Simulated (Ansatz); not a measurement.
Here is the system:

```yaml
crystal:
  lattice:
    - [0.00000, 2.69455, 2.76191]
    - [2.69455, 0.00000, 2.76191]
    - [2.69455, 2.69455, 0.00000]
  atoms:
    - { symbol: Zn, position: [0.00000, 0.00000, 0.00000] }
    - { symbol: S, position: [0.25000, 0.25000, 0.25000] }
```

No spin polarisation.

Computed with r2SCAN (Ansatz, an electronic-structure program), no spin-orbit coupling. Γ-centred 11×11×11 mesh, Fermi–Dirac width 0.05 eV.

### Question
Predict the gap character.

### Answer
Direct at Γ.

### Question
What is the computed band gap?

### Answer
2.56 eV.

### Question
Estimate the valence-band top at Γ (three highest levels, from the VBM).

### Answer
0.00, 0.00, -0.09 eV.

The cells carry an imposed strain or load. No phonon test of stability was made. The cell was made from ZnS in the zinc blende structure (space group F-43m, No. 216) by this change: uniaxial strain ε_zz = +2.50 %.
